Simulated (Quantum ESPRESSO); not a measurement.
A user runs Quantum ESPRESSO on La₂MgCu₂ (P4/mbm, 10 atoms in the cell) and asks whether the run is sound. The aim is a self-consistent single point with DFT, PBEsol, plane waves, SSSP 1.1.2 efficiency (PBE) pseudopotentials.

Cell that was meant: a = 7.9209 Å, b = 7.9209 Å, c = 3.9631 Å, α = 90.00°, β = 90.00°, γ = 90.00°.

Part of the input:

```fortran
/
&system
  ibrav = 0,
  nat = 9,
  ntyp = 3,
  ecutwfc = 50,
  ecutrho = 400,
```

Output (repeated stretches shortened):

```
     file Mg.pbe-n-kjpaw_psl.0.3.0.UPF: wavefunction(s)  3S renormalized

     Message from routine setup:
   [... lines left out ...]
        k(    7) = (  -0.5000000  -0.5000000   0.0000000), wk =   0.1250000
        k(    8) = (  -0.5000000  -0.5000000   0.4996657), wk =   0.2500000
        k(    9) = (  -0.5000000  -0.5000000  -0.9993313), wk =   0.1250000

     Dense  grid:   226647 G-vectors     FFT dimensions: (  96,  96,  48)

     Smooth grid:    80233 G-vectors     FFT dimensions: (  72,  72,  36)

     Initial potential from superposition of free atoms

     starting charge     117.9650, renormalised to     122.0000
     Self-consistent Calculation

     iteration #  1     ecut=    50.00 Ry     beta= 0.30

     total energy              =   -3452.29216870 Ry
     estimated scf accuracy    <       3.41242684 Ry

     iteration #  2     ecut=    50.00 Ry     beta= 0.30

     total energy              =   -3453.11091526 Ry
     estimated scf accuracy    <       1.28451070 Ry

     iteration #  3     ecut=    50.00 Ry     beta= 0.30

     total energy              =   -3453.14151999 Ry
     estimated scf accuracy    <       0.21885112 Ry

   [... 20 blocks of this kind left out ...]

     iteration # 24     ecut=    50.00 Ry     beta= 0.30

     total energy              =   -3453.24609827 Ry
     estimated scf accuracy    <          1.9E-10 Ry

     iteration # 25     ecut=    50.00 Ry     beta= 0.30
     End of self-consistent calculation

     the Fermi energy is     9.6432 ev

!    total energy              =   -3453.24609827 Ry
     estimated scf accuracy    <          2.6E-11 Ry
     smearing contrib. (-TS)   =      -0.00023505 Ry
     internal energy E=F+TS    =   -3453.24586322 Ry

     convergence has been achieved in  25 iterations

     Forces acting on atoms (cartesian axes, Ry/au):

     atom    1 type  1   force =    -0.00490725    0.01532405    0.00000000
     atom    2 type  1   force =    -0.01532405   -0.00490725    0.00000000
     atom    3 type  1   force =     0.00490725   -0.01532405    0.00000000
     atom    4 type  1   force =     0.01532405    0.00490725    0.00000000
   [... lines left out ...]

     Total force =     0.032301     Total SCF correction =     0.000004

          total   stress  (Ry/bohr**3)                   (kbar)     P=      -35.60
  -0.00024412   0.00000000   0.00000000          -35.91        0.00        0.00
   0.00000000  -0.00024412   0.00000000            0.00      -35.91        0.00
   0.00000000   0.00000000  -0.00023778            0.00        0.00      -34.98

   JOB DONE.
```

**Question.** Is anything amiss in this input, and did it matter?

**Answer.** The run is not sound. The fault is an atom count that does not match the list of atoms. The program trusts the stated count: too many runs off the end of the list, too few can drop atoms without a word. To fix it, make the count match the list. The run converged in 25 iterations without an error; against the sound input the pressure goes from -3.11 to -3.56 GPa and the largest force goes from 0.019 to 0.414 eV/Å. The full log also holds: “Warning: card MG    0.5000000000    0.5000000000    0.0000000000 ignored”.

An input that runs soundly differs in these lines (not the only fix; some lines may just follow from the change or write a value another way):
```diff
-  nat = 9,
+  nat = 10,
```

With that input, the run converged in 22 iterations: free energy E − TS -47430.8710 eV; Fermi level (on the code's own zero) 10.16 eV; pressure -3.11 GPa; largest force (vector length) 0.019 eV/Å (DFT, PBEsol, plane waves, SSSP 1.1.2 efficiency (PBE) pseudopotentials).

On the sound input: the starting cell comes from a database of published, mostly measured structures (it also holds non-ambient and calculated ones), without a prior relaxation at this level. Spin polarisation is off. With a pressure of about -3 GPa the cell is away from its equilibrium volume at this level. Without a gap this mesh is coarse (it stands for a supercell whose shortest vector is 16 Å).
